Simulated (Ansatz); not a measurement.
**GaN (model structure, started from the CsCl type, Pm-3m, No. 221, 2 atoms in the cell)**

Calculation: r²SCAN (PAW; Ansatz, a first-principles code).

Numerical settings: plane-wave cutoff 500 eV, 16×16×16 k mesh, Fermi–Dirac smearing 0.05 eV, scalar-relativistic PAW data made under PBE.

Cell (relaxed at this level):

```
GaN
1.0
    2.69884     0.00000     0.00000
    0.00000     2.69884     0.00000
    0.00000     0.00000     2.69884
Ga N
1 1
Cartesian
  0.00000   0.00000   0.00000
  1.34942   1.34942   1.34942
```

```json
{
 "band_gap": "none"
}
```

Note: the relaxation could raise the start's symmetry but not lower it, so the cell can be a saddle point.

Spin–orbit coupling is not included.

The computed numbers hold no vibrational or temperature effects.

Cost on a shared machine: roughly 30 core-seconds.

A model structure was made by putting elements into a prototype or built by hand; it is no filed structure, need not be a known phase, and can be a saddle point held by its symmetry.
